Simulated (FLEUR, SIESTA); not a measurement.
A SIESTA input for a self-consistent single point of ScPb3 (I4/mmm, 4 atoms in the cell) (DFT, LDA PW92, numerical atomic orbitals DZP, PseudoDojo LDA standard norm-conserving potentials (rewritten from UPF to PSML)):

```
# files in the folder: Sc.psml Pb.psml (PseudoDojo LDA standard)
SystemName  ScPb3
SystemLabel ScPb3

NumberOfAtoms                4
NumberOfSpecies              2
%block ChemicalSpeciesLabel
  1 21 Sc
  2 82 Pb
%endblock ChemicalSpeciesLabel
LatticeConstant              1.0 Bohr
%block LatticeVectors
    -4.284576042    4.284576042   10.440141575
     4.284576042   -4.284576042   10.440141575
     4.284576042    4.284576042  -10.440141575
%endblock LatticeVectors
AtomicCoordinatesFormat      Fractional
%block AtomicCoordinatesAndAtomicSpecies
     0.000000000    0.000000000    0.000000000  1
     0.750000000    0.250000000    0.500000000  2
     0.250000000    0.750000000    0.500000000  2
     0.500000000    0.500000000    0.000000000  2
%endblock AtomicCoordinatesAndAtomicSpecies

XC.functional                LDA
XC.authors                   PW92
PAO.BasisSize                DZP
PAO.EnergyShift              0.01 Ry
MeshCutoff                   400 Ry
%block kgrid.MonkhorstPack
    7   0   0  0.0
    0   7   0  0.0
    0   0   7  0.0
%endblock kgrid.MonkhorstPack
OccupationFunction           MP
OccupationMPOrder            0
ElectronicTemperature        50.0 meV

MaxSCFIterations             150
SCF.Mixer.Method             Pulay
SCF.Mixer.Weight             0.2
SCF.Mixer.History            8
SCF.DM.Tolerance             1.0E-05
Diag.ParallelOverK           true
WriteForces                  true
Charge.Mulliken              end
```

Give the FLEUR input for the same structure, mesh, smearing and functional.

This is the input that was run; spellings and numerical settings could be chosen otherwise.

Input of the input generator:

```
ScPb3
&input film=f /
-4.2845760424 4.2845760424 10.4401415748
4.2845760424 -4.2845760424 10.4401415748
4.2845760424 4.2845760424 -10.4401415748
1.0
1.0 1.0 1.0

4
21 0.0000000000 0.0000000000 0.0000000000
82 0.7500000000 0.2500000000 0.5000000000
82 0.2500000000 0.7500000000 0.5000000000
82 0.5000000000 0.5000000000 0.0000000000

&comp jspins=1 /
&exco xctyp='pz' /
&kpt div1=7 div2=7 div3=7 /
&end /
```

```xml
<?xml version="1.0" encoding="UTF-8" standalone="no"?>
<fleurInput fleurInputVersion="0.39">
   <comment>
      ScPb3                                                                                               
   </comment>
   <calculationSetup>
      <cutoffs Kmax="3.8" Gmax="15.2" GmaxXC="15.2" numbands="0"/>
      <scfLoop itmax="100" minDistance="0.00001" maxIterBroyd="15" imix="Anderson" alpha="0.05" precondParam="0.0" spinf="2.0"/>
      <coreElectrons ctail="T" frcor="F" kcrel="0" coretail_lmax="0"/>
      <xcFunctional name="pz" relativisticCorrections="F"/>
      <magnetism jspins="1"/>
      <soc l_soc="F" theta="0.0" phi="0.0" spav="F"/>
      <expertModes spex="0" secvar="F"/>
      <geometryOptimization l_f="T" forcealpha="1.0" forcemix="BFGS" epsdisp="0.00001" epsforce="0.00001"/>
      <ldaU l_linMix="F" mixParam="0.05" spinf="1.0"/>
   </calculationSetup>
   <cell>
      <bzIntegration valenceElectrons="53.0" mode="gauss" fermiSmearingEnergy="0.00183747">
         <kPointListSelection listName="default-1"/>
         <!-- k-points included here -->
         <xi:include xmlns:xi="http://www.w3.org/2001/XInclude" href="kpts.xml"> </xi:include>
      </bzIntegration>
      <!-- symmetry operations included here -->
      <xi:include xmlns:xi="http://www.w3.org/2001/XInclude" href="sym.xml"> </xi:include>
      <bulkLattice scale="1.0">
         <bravaisMatrix>
            <row-1>   -4.2845760424000003     4.2845760424000003    10.4401415748000002</row-1>
            <row-2>    4.2845760424000003    -4.2845760424000003    10.4401415748000002</row-2>
            <row-3>    4.2845760424000003     4.2845760424000003   -10.4401415748000002</row-3>
         </bravaisMatrix>
      </bulkLattice>
   </cell>
   <atomSpecies>
      <species name="Scandium (Sc)" element="Sc" atomicNumber="21">
         <mtSphere radius="2.68" gridPoints="925" logIncrement="0.013"/>
         <atomicCutoffs lmax="10" lnonsphr="8"/>
         <electronConfig flipSpins="F">
            <coreConfig>(1s1/2) (2s1/2) (2p1/2) (2p3/2)</coreConfig>
            <valenceConfig>(3s1/2) (3p1/2) (3p3/2) (4s1/2) (3d3/2) (3d5/2)</valenceConfig>
            <stateOccupation state="(3d3/2)" spinUp="0.2" spinDown="0.2"/>
            <stateOccupation state="(3d5/2)" spinUp="0.3" spinDown="0.3"/>
         </electronConfig>
         <energyParameters s="4" p="4" d="3" f="4"/>
         <lo type="SCLO" l="0" n="3" eDeriv="0"/>
         <lo type="SCLO" l="1" n="3" eDeriv="0"/>
      </species>
      <species name="Lead (Pb)" element="Pb" atomicNumber="82">
         <mtSphere radius="2.68" gridPoints="925" logIncrement="0.015"/>
         <atomicCutoffs lmax="10" lnonsphr="8"/>
         <electronConfig flipSpins="F">
            <coreConfig>(1s1/2) (2s1/2) (2p1/2) (2p3/2) (3s1/2) (3p1/2) (3p3/2) (4s1/2) (3d3/2) (3d5/2) (4p1/2) (4p3/2) (5s1/2) (4d3/2) (4d5/2) (4f5/2) (4f7/2) (5p1/2) (5p3/2)</coreConfig>
            <valenceConfig>(6s1/2) (5d3/2) (5d5/2) (6p1/2) (6p3/2)</valenceConfig>
            <stateOccupation state="(6p1/2)" spinUp="0.3333333333333" spinDown="0.3333333333333"/>
            <stateOccupation state="(6p3/2)" spinUp="0.6666666666667" spinDown="0.6666666666667"/>
         </electronConfig>
         <energyParameters s="6" p="6" d="6" f="5"/>
         <lo type="SCLO" l="2" n="5" eDeriv="0"/>
      </species>
   </atomSpecies>
   <atomGroups>
      <atomGroup species="Scandium (Sc)">
         <relPos label="                   1">.0000000000 .0000000000 .0000000000</relPos>
         <force calculate="T" relaxXYZ="TTT"/>
      </atomGroup>
      <atomGroup species="Lead (Pb)">
         <relPos label="                   2">-1.000/4.000 1.000/4.000 1.000/2.000</relPos>
         <relPos label="                   3">1.000/4.000 -1.000/4.000 1.000/2.000</relPos>
         <force calculate="T" relaxXYZ="TTT"/>
      </atomGroup>
      <atomGroup species="Lead (Pb)">
         <relPos label="                   4">1.000/2.000 1.000/2.000 .0000000000</relPos>
         <force calculate="T" relaxXYZ="TTT"/>
      </atomGroup>
   </atomGroups>
   <output dos="F" band="F" slice="F">
      <checks vchk="F" cdinf="F"/>
      <bandDOS minEnergy="-.5*Htr" maxEnergy="0.5*Htr" sigma="0.015" storeEVData="T"/>
      <vacuumDOS vacdos="F" integ="F" star="F" nstars="0" locx1="0.0" locy1="0.0" locx2="0.0" locy2="0.0" nstm="0" tworkf="0.0"/>
      <unfoldingBand unfoldBand="F" supercellX="1" supercellY="1" supercellZ="1"/>
      <plotting iplot="0" polar="F">
         <plot TwoD="T" vec1="  1.0  0.0  0.0" vec2="  0.0  1.0  0.0" vec3="  0.0  0.0  1.0" zero="  0.0  0.0  0.0" file="plot"/>
      </plotting>
      <chargeDensitySlicing numkpt="0" minEigenval="0.0" maxEigenval="0.0" nnne="0" pallst="F"/>
      <specialOutput eonly="F"/>
      <magneticCircularDichroism mcd="F" energyLo="-10.0" energyUp="0.0"/>
   </output>
  <!-- We include the file relax.xml here to enable relaxations (see documentation) -->
  <xi:include xmlns:xi="http://www.w3.org/2001/XInclude" href="relax.xml"> <xi:fallback/> </xi:include>
</fleurInput>
```

Basis, cutoffs, solver keys and any potentials are the target program's own. This input uses DFT, LDA (Perdew-Zunger), all-electron FLAPW (FLEUR), scalar-relativistic valence. LDA parametrisations can differ slightly between programs.

The starting cell comes from a database of computed structures (which also holds hypothetical and non-ambient phases and stackings), without a prior relaxation at this level.
